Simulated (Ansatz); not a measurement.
# YSi2 (model structure, started from the CrSi2 type, P6₂22, No. 180, 9 atoms in the cell)

Level of theory: PBEsol (Ansatz, an electronic-structure program, plane waves, PAW).

Numerical settings: plane-wave cutoff 500 eV, 12×12×6 k mesh (along the axes of the cell as run), Fermi–Dirac smearing 0.05 eV, scalar-relativistic PAW data made under PBE.

Cell (relaxed at this level):

```cif
data_Si6Y3
_chemical_formula_sum 'Y3 Si6'
_space_group_name_H-M_alt 'P 1'
_space_group_IT_number 1
_cell_length_a 5.29198
_cell_length_b 5.29198
_cell_length_c 7.21989
_cell_angle_alpha 90.000
_cell_angle_beta 90.000
_cell_angle_gamma 120.000
loop_
_space_group_symop_operation_xyz
  'x, y, z'
loop_
_atom_site_label
_atom_site_type_symbol
_atom_site_fract_x
_atom_site_fract_y
_atom_site_fract_z
_atom_site_occupancy
Y1 Y 0.50000 0.00000 0.00000 1
Y2 Y 0.50000 0.50000 0.33333 1
Y3 Y 0.00000 0.50000 0.66667 1
Si1 Si 0.13476 0.26952 0.00000 1
Si2 Si 0.86524 0.13476 0.33333 1
Si3 Si 0.73048 0.86524 0.66667 1
Si4 Si 0.86524 0.73048 0.00000 1
Si5 Si 0.13476 0.86524 0.33333 1
Si6 Si 0.26952 0.13476 0.66667 1
```

band gap: zero (no gap)

Note: the relaxation could raise the start's symmetry but not lower it, so the cell can be a saddle point.

Spin–orbit coupling is not included.

The computed numbers hold no vibrational or temperature effects.

A model structure was made by putting elements into a prototype or built by hand; it is no filed structure, need not be a known phase, and can be a saddle point held by its symmetry.
